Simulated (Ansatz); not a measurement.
Surface energy of faces of hcp Zr in PBE and in LDA, in Ansatz (plane waves, PAW). Symmetric slabs relaxed with PBE from ideal cuts in 1x1 cells (the lowest computed cut and spin start of each face; real faces may reconstruct in larger cells); LDA values are single points on them, with the bulk at the same level. No spin-orbit coupling, no U.

| face | PBE (J/m²) | LDA (J/m²) |
|---|---|---|
| (0001) | 1.59 | 1.77 |
| (10-10) | 1.67 | 1.86 |
| (10-11) | 1.59 | 1.78 |
| (10-12) | 1.76 | 1.99 |
| (11-20) | 1.68 | ? |
| (11-21) | 1.74 | 1.96 |
| (11-22) | 1.73 | 1.92 |
| (20-21) | 1.65 | 1.84 |
| (21-30) | 1.70 | 1.93 |

Question: Fit a straight line y = a·x + b by least squares to the 8 complete rows (x: PBE (J/m²); y: LDA (J/m²)).

Answer: the means are x̄ = 1.6787 and ȳ = 1.8813; Σ(x − x̄)² = 0.030087 and Σ(x − x̄)(y − ȳ) = 0.036912, so a = 1.227 and b = ȳ − a·x̄ = -0.178. The largest residual is 0.024.

Question: What does the line predict for the withheld row, (11-20), and what did the calculation give?

Answer: the line gives 1.88; the calculation gave 1.91, a miss of 0.03, of the size of the fitted rows' scatter and rounding.

Ansatz is a program for electronic structure.
